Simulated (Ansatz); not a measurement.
BN (I-4m2), r2SCAN, rigid bands (Ansatz, a quantum-chemistry and plane-wave program): Condition of this run: biaxial stress in (001) of -9 GPa (compression positive) (the target of the relaxation). band gap 4.71 eV, N_c = 6.97e18 cm⁻³ and N_v = 1.46e19 cm⁻³ at 300 K, conductivity masses along x (a = (0.00, 1.82, 1.79) Å; b = (1.82, 0.00, 1.79) Å; c = (1.82, 1.82, 0.00) Å) of 0.300 mₑ (electrons) and 0.665 mₑ (holes). Take k_BT = 0.02585 eV.

### Question
What thermal injection velocity √(2k_BT/πm) limits a ballistic channel along the direction named?

### Answer
9.82e6 cm/s for electrons and 6.60e6 cm/s for holes, a ratio of √(m_h/m_e) = 1.49, for dilute carriers.

### Question
A film of it is 8 nm thick, with its normal along the direction named. Estimate the confinement energies in an infinite well.

### Answer
ħ²π²/(2m t²) = 0.376 eV·nm²/(m/mₑ × t²) gives 19.6 meV for electrons and 8.84 meV for holes, so the gap would widen to about 4.74 eV. Finite barriers and nonparabolic bands lower this, and with several valleys or bands the heaviest mass along the normal sets the lowest level, not this average.

### Question
Find the intrinsic carrier density and the intrinsic Fermi level.

### Answer
n_i = √(N_c N_v) exp(−E_g/2k_BT) = 1.01e19 × exp(−91.10) = 2.8e-21 cm⁻³. The level lies (k_BT/2) ln(N_v/N_c) = 10 meV from mid-gap (positive towards the conduction band). Each 0.1 eV added to the gap lowers n_i by a factor of 6.9.

Rigid, parabolic bands with the computed gap; masses take one relaxation time for all states. Spin-orbit coupling is left out. Geometry: cell and atoms relaxed with PBEsol.
